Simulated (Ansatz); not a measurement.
**A computed series for LiF: pressure series**

The reference is LiF in the rock salt structure (space group Fm-3m, No. 225; a = 3.990 Å).

Cell and atoms are relaxed at each pressure.

The values are results of r2SCAN in Ansatz (plane waves to 500 eV, PAW, without spin-orbit coupling), not measurements.

Candidates:
(a) pressure 4.5 GPa
(b) pressure 22.5 GPa
(c) pressure 0.9 GPa
(d) pressure 15 GPa
(e) pressure 30 GPa

Base values:

| Quantity | Result |
|---|---|
| Band gap | 10.33 eV |

Problem. Order them by band gap, highest first.

Solution. (e) pressure 30 GPa (12.97 eV), (b) pressure 22.5 GPa (12.43 eV), (d) pressure 15 GPa (11.84 eV), (a) pressure 4.5 GPa (10.85 eV), (c) pressure 0.9 GPa (10.44 eV)

Load acts through the strain it causes; cell and atoms are relaxed under it. Stability against distortions was not tested. Competing high-pressure phases were not computed.

Ansatz is a first-principles code.
